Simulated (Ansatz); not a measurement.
Pressure series in Rh

Take Rh in the fcc (Cu type) structure (space group Fm-3m, No. 225) as the base.

Space group Fm-3m (No. 225); a = b = c = 3.7537 Å, α = β = γ = 90.00°

```json
[
 {"atom": "Rh", "site": "4a", "symmetry": "m-3m", "x": "0.0000", "y": "0.0000", "z": "0.0000"}
]
```
(The calculation used a cell of 1 atom; values per cell refer to that cell.)

Cell and atoms are relaxed at each pressure.

The values are results of LDA in Ansatz (plane waves to 420 eV, PAW, without spin-orbit coupling), not measurements.

Notes on the quantities. enthalpy: H = E + PV relative to the base's energy.

```csv
variant,volume per atom,enthalpy
base,13.22 Å³,–
pressure −2 GPa,13.31 Å³,-0.17 eV/atom
pressure −1 GPa,13.26 Å³,-0.08 eV/atom
pressure 0.9 GPa,13.19 Å³,+0.07 eV/atom
pressure 2.1 GPa,(withheld),+0.17 eV/atom
pressure 4.5 GPa,(withheld),+0.37 eV/atom
pressure 9 GPa,(withheld),+0.73 eV/atom
pressure 15 GPa,12.67 Å³,+1.21 eV/atom
pressure 22.5 GPa,12.44 Å³,+1.80 eV/atom
pressure 30 GPa,12.24 Å³,+2.38 eV/atom
```

**Question.** Complete the table.

**Answer.** 
- pressure 2.1 GPa, volume per atom: 13.14 Å³
- pressure 4.5 GPa, volume per atom: 13.04 Å³
- pressure 9 GPa, volume per atom: 12.88 Å³

Load acts through the strain it causes; cell and atoms are relaxed under it. No phonon test of stability was made. Competing high-pressure phases were not computed. The final runs are not spin-polarised.

Ansatz is an electronic-structure program.
